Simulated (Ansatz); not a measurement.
The starting structures come from a database of crystals and need not be the phases stable at ambient conditions.

 Where the default PAW files enter, the runs use the earlier of Ansatz's two default sets.

By PBEsol, the system below comes out a metal.

Given:

```
InSb
1.0
    4.39772     0.00000     0.00000
   -0.19717     4.39329     0.00000
    0.00000     0.00000    18.01655
In Sb
6 6
Direct
  0.92033   0.07967   0.25000
  0.07967   0.92033   0.75000
  0.58616   0.41384   0.41023
  0.41384   0.58616   0.58977
  0.41384   0.58616   0.91023
  0.58616   0.41384   0.08977
  0.42276   0.57724   0.25000
  0.57724   0.42276   0.75000
  0.08124   0.91876   0.42393
  0.91876   0.08124   0.57607
  0.91876   0.08124   0.92393
  0.08124   0.91876   0.07607
```

Space group of this cell: Cmcm. The cell is taken as given; by PBEsol its mean pressure is -2.7 GPa.

The current flows along the normal of the first two printed cell vectors. No spin-orbit coupling; the value is a mean over 0.1 eV about the Fermi level.

Question: Predict the ballistic conductance per area from Ansatz (a program for electronic structure) with PBEsol.

Answer: 0.26 × 10¹⁵ S/m² for both spins.
